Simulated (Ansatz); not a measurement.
Pressure series in MgS

Consider MgS in the rock salt structure (space group Fm-3m, No. 225; a = 5.203 Å).

Cell and atoms are relaxed at each pressure.

Method: Ansatz (a quantum-chemistry and plane-wave program) r2SCAN, scalar-relativistic without spin-orbit coupling.

| change | width of the top valence band | density |
|---|---|---|
| base | 2.34 eV | 2.66 g/cm³ |
| pressure −2 GPa | 2.27 eV | 2.59 g/cm³ |
| pressure −1 GPa | 2.31 eV | 2.62 g/cm³ |
| pressure 0.9 GPa | 2.38 eV | 2.69 g/cm³ |
| pressure 2.1 GPa | 2.42 eV | 2.73 g/cm³ |
| pressure 4.5 GPa | 2.50 eV | 2.80 g/cm³ |
| pressure 9 GPa | 2.63 eV | 2.92 g/cm³ |
| pressure 15 GPa | 2.79 eV | 3.06 g/cm³ |
| pressure 22.5 GPa | 2.97 eV | 3.22 g/cm³ |
| pressure 30 GPa | 3.13 eV | 3.36 g/cm³ |

The levels and masses belong to the bands next to the band gap. Load acts through the strain it causes; cell and atoms are relaxed under it. No phonon test of stability was made. No other phases were tried under pressure.
